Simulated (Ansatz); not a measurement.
Base system: Mo in the bcc (W type) structure (space group Im-3m, No. 229; a = 3.151 Å; relaxed with 0.1 eV smearing). Axes: x, y, z lie along the cube axes.

The values are results of r2SCAN (Ansatz, a program for electronic structure, PAW, without spin-orbit coupling), not measurements.

Base values:

The shortest interatomic distance is 2.729 Å and the pressure is 0.0 GPa.

It is then changed as follows: the symmetric strain tensor [0.0034 0.0049 -0.0029; 0.0049 -0.0062 -0.0154; -0.0029 -0.0154 0.0003], atoms relaxed at fixed cell.

**Question.** Predict the new shortest interatomic distance, energy relative to the base and pressure.

**Answer.** The shortest interatomic distance decreases by 0.034 Å (2.729 Å → 2.695 Å); the energy grows by 6.4 meV/atom; the pressure (mean of the normal stresses, compression positive) goes from zero to 0.9 GPa.

No phonon test of stability was made. All final runs are without spin polarisation.
